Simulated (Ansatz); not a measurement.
SiC: pressure series

Base system: SiC in the wurtzite structure (space group P6_3mc, No. 186; a = 3.076 Å, c = 5.048 Å).

Cell and atoms are relaxed at each pressure.

Levels (all Ansatz, a first-principles code, PAW): PBEsol (420 eV, no spin-orbit coupling); r2SCAN (500 eV, scalar-relativistic without spin-orbit coupling); HSE06 (420 eV, no SOC).

Band gaps by level, all at the geometries relaxed with PBEsol:

```csv
case,PBEsol,r2SCAN,HSE06
base,2.12 eV,2.65 eV,3.16 eV
pressure −2 GPa,2.14 eV,2.67 eV,3.18 eV
pressure −1 GPa,2.13 eV,2.66 eV,3.17 eV
pressure 0.3 GPa,2.12 eV,2.65 eV,3.16 eV
pressure 0.7 GPa,2.12 eV,2.65 eV,3.16 eV
pressure 1.5 GPa,2.11 eV,2.64 eV,3.15 eV
pressure 3 GPa,2.10 eV,2.63 eV,3.14 eV
pressure 10 GPa,2.05 eV,2.59 eV,3.10 eV
```

Single points use the geometry relaxed with PBEsol. The hybrid gap comes from the SCF mesh plus the semilocal run's edge points and a few special points and is an upper bound. Load acts through the strain it causes; cell and atoms are relaxed under it. Whether these cells are dynamically stable was not tested. Competing high-pressure phases were not computed.
